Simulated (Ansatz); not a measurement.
The starting structures come from a database of crystals and need not be the phases stable at ambient conditions.

The decay constant κ of evanescent states in the gap governs leakage through a thin film.

```yaml
crystal:
  lattice:
    - [3.27917, 0.00000, 0.00000]
    - [-1.63958, 7.38793, 1.60741]
    - [1.63958, 0.48273, 2.79851]
  atoms:
    - { symbol: W, position: [0.00000, 0.00000, 0.00000] }
    - { symbol: Se, position: [0.09285, 0.75952, 0.57381] }
    - { symbol: Se, position: [0.57381, 0.24048, 0.09285] }
```

Space group of this cell: P-6m2. The cell was relaxed by PBE-D3(BJ); by r2SCAN its mean pressure is 1.3 GPa.

Transport runs along the normal of the first two printed cell vectors, the (101) plane of the conventional cell.

No gap correction and no spin-orbit coupling; mid-gap values are interpolated between computed energies.

**Question.** State the band gap and the smallest decay constant κ at mid-gap according to Ansatz (a first-principles code) with r2SCAN.

**Answer.** Gap 1.37 eV on a 12×12×12 mesh; κ = 0.206 1/Å, at (-0.300, 0.250) of the in-plane reciprocal vectors. At the zone centre, at the nearest computed energy, the slowest state has κ = 0.31 1/Å.
